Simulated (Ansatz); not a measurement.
Input:

```xyz
4
Lattice="3.0165 0.0000 0.0000 -1.5082 2.6123 0.0000 0.0000 0.0000 4.9488" Properties=species:S:1:pos:R:3 pbc="T T T"
Si     1.5082     0.8708     0.0024
Si     0.0000     1.7416     2.4768
C      1.5082     0.8708     3.0916
C      0.0000     1.7416     0.6172
```

No spin polarisation.

Level of theory: r2SCAN in Ansatz (plane waves to 500 eV, PAW, spin-orbit coupling left out), earlier PAW set. Γ-centred 12×12×7 mesh, Fermi–Dirac width 0.05 eV.

Estimate the electron mass.

0.25 mₑ along c, 0.42 mₑ across (at K).

What band gap does the calculation give?

2.56 eV.

Load acts through the strain it causes; cell and atoms are relaxed under it. Effective masses come from finite differences of ±0.01 Å⁻¹. No phonon test of stability was made. No other phases were tried under pressure. The cell was made from SiC in the wurtzite structure (space group P6_3mc, No. 186) by this change: pressure 15 GPa.

Ansatz is a quantum-chemistry and plane-wave program.
